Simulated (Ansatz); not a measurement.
Cell of (GaP)7/(InP)7 zinc blende (110) superlattice on InP, with its geometry taken from a PBE run:

```
CELL_PARAMETERS angstrom
      4.21475     0.00000     0.00000
      0.00000     5.95575     0.00000
      0.00000     0.00000    27.98284
ATOMIC_POSITIONS crystal
  Ga 0.00000 0.99714 0.99737
  P  0.50000 0.22931 0.99790
  Ga 0.50000 0.49056 0.06441
  P  0.00000 0.73249 0.06384
  Ga 0.00000 0.98987 0.13173
  P  0.50000 0.23334 0.13195
  Ga 0.50000 0.48965 0.19959
  P  0.00000 0.73322 0.19959
  Ga 0.00000 0.98987 0.26745
  P  0.50000 0.23334 0.26723
  Ga 0.50000 0.49056 0.33477
  P  0.00000 0.73249 0.33534
  Ga 0.00000 0.99714 0.40181
  P  0.50000 0.22931 0.40128
  In 0.50000 0.50758 0.47297
  P  0.00000 0.76528 0.47225
  In 0.00000 0.01258 0.54845
  P  0.50000 0.26395 0.54921
  In 0.50000 0.51370 0.62441
  P  0.00000 0.76399 0.62412
  In 0.00000 0.01385 0.69959
  P  0.50000 0.26370 0.69959
  In 0.50000 0.51370 0.77477
  P  0.00000 0.76399 0.77506
  In 0.00000 0.01258 0.85073
  P  0.50000 0.26395 0.84997
  In 0.50000 0.50758 0.92621
  P  0.00000 0.76528 0.92693
```

Level of theory: HSE06 (plane waves to 420 eV, PAW; Ansatz, a quantum-chemistry and plane-wave program). Scalar-relativistic, without spin–orbit coupling. Its k-point mesh 4×3×1, Fermi–Dirac width 0.01 eV. HSE06 ran on meshes of its own (4×3×1); its edges and gaps are taken over the mesh and over extra points off it, mostly where PBE has its edges.

Q: Give the plane-averaged electrostatic potential energy of an electron along the normal (the smooth PAW potential), about its mean over the cell.

A: 
```tsv
z (Å)	V (eV)
0.000	-2.20
0.291	-0.79
0.437	0.48
0.729	2.84
0.874	3.19
1.166	1.62
1.457	-0.96
1.603	-1.83
1.895	-2.10
2.040	-1.49
2.332	0.90
2.623	3.12
2.769	3.37
3.061	1.72
3.206	0.36
3.498	-1.79
3.789	-2.12
3.935	-1.53
4.227	0.86
4.372	2.18
4.664	3.39
4.955	1.73
5.101	0.37
5.393	-1.79
5.684	-2.11
5.830	-1.52
6.121	0.86
6.267	2.18
6.558	3.39
6.850	1.73
6.996	0.36
7.287	-1.80
7.433	-2.21
7.724	-1.52
8.016	0.85
8.162	2.17
8.453	3.37
8.599	2.86
8.890	0.41
9.182	-1.76
9.328	-2.20
9.619	-1.57
9.765	-0.55
10.056	2.06
10.348	3.16
10.494	2.53
10.785	0.01
10.931	-1.17
11.222	-2.25
11.514	-1.33
11.660	-0.20
11.951	2.44
12.097	3.29
12.388	2.85
12.680	-0.23
12.825	-1.97
13.117	-4.10
13.263	-4.25
13.554	-2.68
13.846	0.71
13.991	2.32
14.283	3.80
14.574	2.49
14.720	0.94
15.012	-2.49
15.157	-3.66
15.449	-4.16
15.740	-2.17
15.886	-0.44
16.178	2.82
16.323	3.63
16.615	3.08
16.906	0.01
17.052	-1.76
17.344	-4.03
17.489	-4.25
17.781	-2.82
18.072	0.51
18.218	2.16
18.509	3.72
18.655	3.42
18.947	0.82
19.238	-2.60
19.384	-3.73
19.675	-4.13
19.821	-3.39
20.113	-0.34
20.404	2.84
20.550	3.61
20.841	2.96
20.987	1.61
21.279	-1.88
21.570	-4.06
21.716	-4.24
22.007	-2.73
22.153	-1.15
22.445	2.30
22.736	3.77
22.882	3.43
23.173	0.73
23.465	-2.69
23.611	-3.78
23.902	-4.10
24.048	-3.31
24.339	-0.21
24.631	2.92
24.776	3.68
25.068	3.08
25.214	1.79
25.505	-1.70
25.797	-4.02
25.942	-4.27
26.234	-2.90
26.380	-1.38
26.671	2.06
26.963	3.49
27.108	3.06
27.400	0.67
27.546	-0.65
27.837	-2.17
```
